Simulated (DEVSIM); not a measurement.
System: In0.52Al0.48As/In0.53Ga0.47As n-p heterojunction, at 350 K.

| layer (left to right) | material | thickness (μm) | Nd (cm⁻³) | Na (cm⁻³) | τn (s) | τp (s) |
|---|---|---|---|---|---|---|
| 1 | In0.52Al0.48As | 0.100 | 1.8e17 | - | 2.1e-8 | 2.1e-8 |
| 2 | In0.53Ga0.47As | 0.210 | - | 3.5e16 | 2.1e-8 | 2.1e-8 |

Left contact: ohmic. Right contact: ohmic. Voltage is applied to the left contact. Recombination: SRH at mid-gap, radiative, Auger. Mobility is constant in doping.

This is a model device: material constants are rounded textbook-type values typed into the input, and sizes, dopings and lifetimes were drawn at random. Values at 300 K; Nc and Nv go as T^1.5, mobilities as T to minus their exponent, the gap by Varshni's rule with the affinity fixed.

```csv
parameter,In0.52Al0.48As,In0.53Ga0.47As
gap (eV),1.45,0.74
affinity (eV),4,4.51
permittivity,12.5,13.9
Nc (cm⁻³),5.1e17,2.1e17
Nv (cm⁻³),1.1e19,7.7e18
μn (cm²/Vs),4000,12000
μp (cm²/Vs),75,300
T exponent of μn,1.5,1.6
T exponent of μp,1.5,1.6
B (cm³/s),1e-10,9.6e-11
Cn (cm⁶/s),1e-30,5e-29
Cp (cm⁶/s),1e-30,5e-29
Varshni α (eV/K),0.00042,0.00035
Varshni β (K),180,190
```

Simulated with DEVSIM: 1D drift-diffusion, Boltzmann statistics, complete ionisation; no tunnelling, impact ionisation, image-force lowering or self-heating. Band offsets follow the typed affinities; no thermionic-emission limit at abrupt steps, no polarisation charge.

Tabulate band edges, carrier densities and field at zero bias.

Energies count from the Fermi level of the right contact; mesh points crowd at the junctions.

```csv
x (μm),Ec (eV),Ev (eV),n (cm⁻³),p (cm⁻³),field (V/cm)
0.000,0.038,-1.393,1.8e17,< 1e2,550
0.003273,0.039,-1.393,1.8e17,< 1e2,580
0.008054,0.039,-1.393,1.8e17,< 1e2,720
0.01627,0.040,-1.392,1.7e17,< 1e2,1300
0.03360,0.045,-1.387,1.4e17,< 1e2,5900
0.05579,0.081,-1.351,4.4e16,< 1e2,32000
0.07348,0.173,-1.259,2.1e15,< 1e2,74000
0.08830,0.311,-1.121,2.2e13,1000,110000
0.09478,0.389,-1.043,1.6e12,13000,130000
0.09855,0.439,-0.992,3.0e11,72000,140000
0.1013,-0.035,-0.760,8.3e17,1.1e8,110000
0.1068,0.014,-0.711,1.7e17,5.7e8,77000
0.1146,0.069,-0.656,2.7e16,3.5e9,66000
0.1263,0.142,-0.583,2.4e15,4.0e10,59000
0.1558,0.297,-0.428,1.4e13,6.6e12,46000
0.1958,0.443,-0.282,1.1e11,8.5e14,28000
0.2375,0.522,-0.203,8.2e9,1.1e16,11000
0.2683,0.544,-0.181,3.9e9,2.4e16,4400
0.2900,0.551,-0.174,3.1e9,3.1e16,2400
0.2999,0.553,-0.172,2.8e9,3.3e16,1900
0.3056,0.554,-0.170,2.7e9,3.4e16,1800
0.3100,0.555,-0.170,2.7e9,3.5e16,1800
```
